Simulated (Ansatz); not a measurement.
## Pd: uniaxial strain ε_zz = −0.50 %

The reference is Pd in the fcc (Cu type) structure (space group Fm-3m, No. 225; a = 3.910 Å; relaxed with 0.1 eV smearing). Axes: x, y, z lie along the cube axes.

Perturbation: the cell is compressed by 0.50 % along z with no lateral relaxation, atoms relaxed at fixed cell.

All numbers come from r2SCAN (Ansatz, a first-principles code; PAW; 500 eV plane waves; scalar-relativistic without spin-orbit coupling). Settings: 29×29×29 k-points, 0.1 eV Fermi–Dirac smearing.

The volume per atom shrinks by 0.075 Å³ (14.95 Å³ → 14.87 Å³) and the space group becomes I4/mmm (No. 139) (base: Fm-3m (No. 225)). The shortest interatomic distance decreases by 0.007 Å, from 2.765 Å to 2.758 Å and the energy hardly moves. The pressure (mean of the normal stresses, compression positive) goes from zero to 0.9 GPa and the band gap is still zero. The stress (xx, yy, zz, yz, xz, xy; compression positive) comes out as (0.9, 0.9, 1.1, 0.0, 0.0, 0.0) GPa.

Whether these cells are dynamically stable was not tested. The final runs are not spin-polarised. Pd has a high density of states at the Fermi level and may be magnetic at this level.
